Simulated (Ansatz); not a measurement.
AlN (model structure, started from the BN type, Pm-3n, No. 223, 12 atoms in the cell) was calculated with LDA in Ansatz (plane waves, PAW).

Settings: plane-wave cutoff 520 eV, 8×8×8 k mesh, Fermi–Dirac smearing 0.01 eV, scalar-relativistic PAW data made under PBE.

Cell (relaxed at this level):

```
CELL_PARAMETERS angstrom
      5.30040     0.00000     0.00000
      0.00000     5.30040     0.00000
      0.00000     0.00000     5.30040
ATOMIC_POSITIONS crystal
  Al 0.25000 0.00000 0.50000
  Al 0.50000 0.25000 0.00000
  Al 0.50000 0.75000 0.00000
  Al 0.75000 0.00000 0.50000
  Al 0.00000 0.50000 0.75000
  Al 0.00000 0.50000 0.25000
  N  0.25000 0.50000 0.00000
  N  0.00000 0.25000 0.50000
  N  0.00000 0.75000 0.50000
  N  0.75000 0.50000 0.00000
  N  0.50000 0.00000 0.75000
  N  0.50000 0.00000 0.25000
```

Q: What does this level give for the band gap?

A: 
* **band gap**: 2.60 eV (on the SCF k mesh)

Note: the relaxation could raise the start's symmetry but not lower it, so the cell can be a saddle point.

Computed values are for the static lattice.

A model structure was made by putting elements into a prototype or built by hand; it is no filed structure, need not be a known phase, and can be a saddle point held by its symmetry.

Ansatz is an electronic-structure program.
